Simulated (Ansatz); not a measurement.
# Response to strain in Ir

The reference is Ir in the fcc (Cu type) structure (space group Fm-3m, No. 225; relaxed with 0.1 eV smearing).

```yaml
crystal:
  lattice:
    - [0.00000, 1.91555, 1.91555]
    - [1.91555, 0.00000, 1.91555]
    - [1.91555, 1.91555, 0.00000]
  atoms:
    - { symbol: Ir, position: [0.00000, 0.00000, 0.00000] }
```

Cartesian axes are those of the cell as printed.

Strains are applied to the cell and any free atomic positions relax; under biaxial strain the out-of-plane vector relaxes too.

Calculations: PBEsol (Ansatz, a quantum-chemistry and plane-wave program), scalar-relativistic without spin-orbit coupling.

Notes on the quantities. energy relative to the base: free energy F; in-plane stress: mean in-plane stress (compression positive).

| variant | energy relative to the base | out-of-plane strain | in-plane stress |
|---|---|---|---|
| base | 0 meV/atom | – | – |
| biaxial strain −2.50 %, plane normal [111], relaxed out of plane | +52 meV/atom | +1.32 % | +25.2 GPa |
| biaxial strain −2.08 %, plane normal [111], relaxed out of plane | +35 meV/atom | +1.09 % | +20.4 GPa |
| biaxial strain −1.67 %, plane normal [111], relaxed out of plane | +22 meV/atom | +0.87 % | +16.0 GPa |
| biaxial strain −1.25 %, plane normal [111], relaxed out of plane | +12 meV/atom | +0.65 % | +11.6 GPa |
| biaxial strain −0.42 %, plane normal [111], relaxed out of plane | +1.4 meV/atom | +0.22 % | +3.7 GPa |
| biaxial strain +1.25 %, plane normal [111], relaxed out of plane | +11 meV/atom | -0.63 % | -9.9 GPa |
| biaxial strain +1.67 %, plane normal [111], relaxed out of plane | +20 meV/atom | -0.85 % | -12.9 GPa |
| biaxial strain +2.08 %, plane normal [111], relaxed out of plane | +30 meV/atom | -1.05 % | -15.6 GPa |
| biaxial strain +2.50 %, plane normal [111], relaxed out of plane | +43 meV/atom | -1.26 % | -18.3 GPa |

Whether these cells are dynamically stable was not tested. All final runs are without spin polarisation.
